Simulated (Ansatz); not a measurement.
Results of r²SCAN+rVV10 (plane waves, PAW; Ansatz, a first-principles code) for HoAg2 (I4/mmm, No. 139).

Settings: plane-wave cutoff 560 eV, 22×22×22 k mesh, Fermi–Dirac smearing 0.05 eV, spin-polarised with parallel moments, scalar-relativistic PAW data made under PBE.

Computed at the level's own relaxed cell.

Give the computed lattice parameter a and c axis length.


lattice parameter a: 3.669 Å
c axis length: 9.232 Å

Note: the magnetic order was assumed, not searched for or taken from measurement; the 4f shell is treated without U or exact exchange, so its levels and filling can be wrong.

Spin–orbit coupling is not included.

Computing time: around 50 core-minutes (rough).
